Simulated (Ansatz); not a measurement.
Consider an 18-atom supercell of TiSi2 (space group Cmcm, No. 63; a = 3.546 Å, b = 13.563 Å, c = 3.580 Å) at its relaxed geometry.

Method: PBE/PAW in Ansatz (a quantum-chemistry and plane-wave program), no spin-orbit coupling.

Before the change:

The pressure is 0.0 GPa.

It is then changed as follows: a neutral Ti interstitial (started 1.68 Å from the nearest host atom), atoms relaxed at fixed cell, starting from a slightly rattled geometry.

Q: What does the calculation give for the final site of the added atom, pressure and largest displacement of a host atom from its site in the perfect cell after the change?

A: The final site of the added atom is 5 Si at 2.22–2.23 Å and 5 Ti at 2.77–2.80 Å; the pressure goes from zero to 17.1 GPa; the largest displacement of a host atom from its site in the perfect cell comes out as 0.41 Å.

In so small a cell the defect repeats every few ångströms: this is an ordered compound, not a dilute defect. The final runs are not spin-polarised. The defect cell is not spin-polarised.
